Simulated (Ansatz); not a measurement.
A constructed model of the (111)A surface of zinc-blende BN, B-terminated, 2x2 Al adatom at T4 (bottom of the slab: 3 H on 4 bottom sites)

Computed with PBE (plane waves to 420 eV, PAW; Ansatz, a first-principles code).

Model: 44-atom slab, 11.5 Å thick at the start with caps and adatoms (thin: gaps and levels are the slab's own), 5x5x1 mesh, Fermi-Dirac 0.025 eV, dipole correction, 8 atoms held, the rest relaxed; symmetry of the start imposed; no spin, no spin-orbit, no U. In PBE it is, or lies within 0.01 eV a 1x1 cell of, the lowest of the 2 structures of its composition computed so far; subsurface sites and larger cells were not tried.

| Property | Result |
|---|---|
| gap of the slab on its k-mesh | 0.45 eV |
| highest filled level below the top vacuum level | 4.21 eV |
| energy released by relaxation | 1.07 eV |
| cost | about 5 core-minutes (a rough figure) |
